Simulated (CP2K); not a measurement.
How a calculation on CdHg3 (P1, 4 atoms in the cell) responds to its settings

```
CdHg3
1.0
    6.17598     0.00000     0.00000
    3.15617     5.30861     0.00000
   -4.66607    -2.65430     3.05371
Cd Hg
1 3
Cartesian
  0.00535   0.02987   0.01845
  3.09319  -0.00375   1.59735
  1.55308   2.66430   1.44376
  4.68053   2.61819  -0.00585
```

Base run A: PBEsol, GPW, DZVP-MOLOPT-SR-GTH basis, GTH-PBE potentials (GTH_POTENTIALS) (CP2K), self-consistent single point.

Its settings: CUTOFF = 500 Ry; REL_CUTOFF = 50 Ry; SMEAR/METHOD = MARZARI_VANDERBILT; SIGMA = 0.2 eV; KPOINTS/SCHEME = MONKHORST-PACK 5 5 7; XC_FUNCTIONAL = PBE:PBESOL; Cd/BASIS_SET = DZVP-MOLOPT-SR-GTH; Cd/POTENTIAL = GTH-PBE-q12; Hg/BASIS_SET = DZVP-MOLOPT-SR-GTH; Hg/POTENTIAL = GTH-PBE-q12; METHOD = GPW; EPS_DEFAULT = 1e-10; NGRIDS = 5; SCF_GUESS = ATOMIC; EPS_SCF = 1e-06; MAX_SCF = 100; ADDED_MOS = 9; MIXING/METHOD = BROYDEN_MIXING; MIXING/ALPHA = 0.3; MIXING/NBUFFER = 10.

The starting cell comes from a database of computed structures (which also holds hypothetical and non-ambient phases and stackings), without a prior relaxation at this level. Its atoms were displaced at random from the sites of space group no. 139. Values carry the incompleteness of an atom-centred basis. The potentials were made for another functional than the one used.

ΔF is the free energy per atom less that of run A. 

Run A gave: pressure (GPa) -1.98; largest force (eV/Å) 0.378; iterations 15.

Runs:
- B: MIXING/BETA = 0.1 1/bohr
- C: MIXING/BETA = 0.3 1/bohr
- D: MIXING/BETA = 0.5 1/bohr
- E: MIXING/BETA = 1 1/bohr
- F: MIXING/BETA = 3 1/bohr

Task: Which runs reach the base run's state, and which is quickest in iterations?

Result: Runs B, C, D, E, F gave the same state as A (within 1 meV/atom). The fewest iterations to that state were 11 (B, C); the most were 22.

```csv
run,ΔF (meV/atom),pressure (GPa),largest force (eV/Å),iterations
A,0.00,-1.98,0.378,15
B,0.00,-1.98,0.378,11
C,0.00,-1.98,0.378,11
D,0.00,-1.98,0.378,12
E,0.00,-1.98,0.378,13
F,0.00,-1.98,0.378,22
```
